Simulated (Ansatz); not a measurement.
Base system: Hf in the hcp (Mg type) structure (space group P6_3/mmc, No. 194; relaxed with 0.1 eV smearing).

```yaml
crystal:
  lattice:
    - [3.15810, 0.00000, 0.00000]
    - [-1.57905, 2.73500, 0.00000]
    - [0.00000, 0.00000, 5.00450]
  atoms:
    - { symbol: Hf, position: [0.66667, 0.33333, 0.75000] }
    - { symbol: Hf, position: [0.33333, 0.66667, 0.25000] }
```

Cartesian axes are those of the cell as printed.

Level of theory: PBEsol (Ansatz, a first-principles code, PAW, no spin-orbit coupling).

Modification: uniaxial strain ε_zz = +1.00 %, all other strain components held at zero; the atoms relax in the strained cell.

Question: Predict the stress tensor and what it implies for the stiffness.

Answer: Stress of the strained cell less that of the base (GPa, compression positive):
```
   -0.7     0.0     0.0
    0.0    -0.7     0.0
    0.0     0.0    -2.0
```

Then −Δσ_ii/ε with ε = 0.0100 gives relaxed-ion elastic constants: C33 ≈ 199 GPa, C13 ≈ 71 GPa and C23 ≈ 71 GPa.

No phonon test of stability was made. The final runs are not spin-polarised.
